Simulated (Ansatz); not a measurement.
**A computed series for Ti: response to strain**

Base system: Ti in the hcp (Mg type) structure (space group P6_3/mmc, No. 194; a = 2.9016 Å, c = 4.5930 Å; relaxed with 0.1 eV smearing). Axes: x lies along a and z along c of the hexagonal cell.

Strains are applied to the cell and any free atomic positions relax; under biaxial strain the out-of-plane vector relaxes too.

Method: Kohn–Sham DFT with the PBEsol functional, run in Ansatz (a quantum-chemistry and plane-wave program) with PAW and 420 eV plane waves, scalar-relativistic without spin-orbit coupling.

Notes on the quantities. in-plane stress: mean in-plane stress (compression positive).

```csv
variant,out-of-plane strain,in-plane stress
"biaxial strain −2.50 %, plane normal [001], relaxed out of plane",+2.22 %,+5.3 GPa
"biaxial strain −1.50 %, plane normal [001], relaxed out of plane",+1.30 %,+3.1 GPa
"biaxial strain −1.00 %, plane normal [001], relaxed out of plane",+0.85 %,+2.1 GPa
"biaxial strain −0.50 %, plane normal [001], relaxed out of plane",+0.42 %,+1.0 GPa
"biaxial strain +0.50 %, plane normal [001], relaxed out of plane",-0.41 %,-1.0 GPa
"biaxial strain +1.00 %, plane normal [001], relaxed out of plane",-0.82 %,-2.0 GPa
"biaxial strain +2.00 %, plane normal [001], relaxed out of plane",-1.63 %,-3.8 GPa
"biaxial strain +2.50 %, plane normal [001], relaxed out of plane",-2.03 %,-4.7 GPa
"biaxial strain +3.00 %, plane normal [001], relaxed out of plane",___,___
```

Task: Some entries are withheld; estimate them.

Result: 
- biaxial strain +3.00 %, plane normal [001], relaxed out of plane, out-of-plane strain: -2.44 %
- biaxial strain +3.00 %, plane normal [001], relaxed out of plane, in-plane stress: -5.5 GPa

Stability against distortions was not tested. All final runs are without spin polarisation.
